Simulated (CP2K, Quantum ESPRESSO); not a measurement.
**Equation of state of rock-salt SrTe (space group 225): energy against volume (CP2K, PBE)**

```xyz
2
Lattice="4.6256 0.0000 0.0000 2.3128 4.0059 0.0000 2.3128 1.3353 3.7768" Properties=species:S:1:pos:R:3 pbc="T T T"
Sr     0.0000     0.0000     0.0000
Te     4.6256     2.6706     1.8884
```

Method of the run: PBE, GPW, DZVP-MOLOPT-SR-GTH basis, GTH-PBE potentials (GTH_POTENTIALS) (CP2K). Settings: CUTOFF = 650 Ry; REL_CUTOFF = 50 Ry; SMEAR/METHOD = FERMI_DIRAC; ELECTRONIC_TEMPERATURE = 116.05 K; KPOINTS/SCHEME = MONKHORST-PACK 9 9 9; XC_FUNCTIONAL = PBE; Sr/BASIS_SET = DZVP-MOLOPT-SR-GTH; Sr/POTENTIAL = GTH-PBE-q10; Te/BASIS_SET = DZVP-MOLOPT-SR-GTH; Te/POTENTIAL = GTH-PBE-q6; METHOD = GPW; EPS_DEFAULT = 1e-10; NGRIDS = 5; SCF_GUESS = ATOMIC; EPS_SCF = 1e-06; MAX_SCF = 100. The cell above is the first row's. The rows scale it uniformly. In all rows fractional positions and the k mesh are held. E is the free energy at the stated smearing, counted from the lowest row.

```
V (Å^3/atom)  E (meV/atom)
------------  ------------
34.991                   ?
35.752               16.07
36.512                6.97
37.273                1.74
38.034                0.00
38.794                1.39
39.555                5.59
40.316               12.33
41.077               21.35
```

The 8 complete rows are fitted with the third-order Birch-Murnaghan form, a cubic in V^(-2/3), E against V. With u = V^(-2/3) - 0.0879, the rows have u = 0.0042439, 0.0029607, 0.0017198, 0.0005203, -0.0006383, -0.0017611, -0.0028486, -0.0039023. Least squares gives E = 0.250 - 1066.4·u + 1120557·u² + 2128879·u³. Residuals (row less fit): 0.001, 0.000, -0.001, 0.001, 0.003, -0.002, -0.001, 0.001; standard error 0.002 (degrees of freedom: 4). Its minimum lies at u = 0.0004752, so V0 = (0.0883752)^(-3/2) = 38.06. There d²E/du² = 2247000 and d³E/du³ = 1.277e7, so B0 = (4/9) × 38.06^(-7/3) × 2247000 × 0.160218 = 32.8 GPa (the last factor turns the table's units into GPa), and B0' = 4 + (2/3) × 0.0883752 × (1.277e7)/2247000 = 4.3. The program's pressures in the fitted runs (not shown) pass through zero at V = 38.06, 0.00 % from this V0.

Question: Estimate the missing E (V = 34.991); what did the run itself give?

Answer: u = 0.0055751, so E = 0.250 - 1066.4 × 0.0055751 + 1120557 × 0.0055751² + 2128879 × 0.0055751³ = 29.502 meV/atom. The calculation gives 29.49 meV/atom, 0.012 meV/atom below the prediction (under 0.05 % of the range of E in the table). The row lies outside the fitted rows, so this is an extrapolation. From the scatter of the fitted rows alone, a prediction at this place has a standard error of 0.007 meV/atom, so the miss is 1.7 times that.

Carrying the step between the two nearest rows on in a straight line would have given 25.18, off by 4.31; series whose last step already gives the withheld value aren't shown. The scan was laid around a cell of about the measured size, scaled by a guess for this functional. The runs keep the symmetry of the cell, so they don't test it for distortions. A plane-wave scan with the same functional (Quantum ESPRESSO, GBRV) gives V0 = 37.91 Å^3/atom and B0 = 32.3 GPa; a Birch-Murnaghan fit to all rows here lies 0.4 % from it in V0 and 2 % in B0; the two differ in basis, and may differ in potentials and mesh. Values carry the incompleteness of an atom-centred basis. Spin-orbit coupling is off. Cutoffs and mesh are single choices, not tested for convergence of this quantity. Series with a scatter that would blur these digits, or in which a gap closes, are not shown. Nor are scans whose minimum lies at an end fitted in this form.
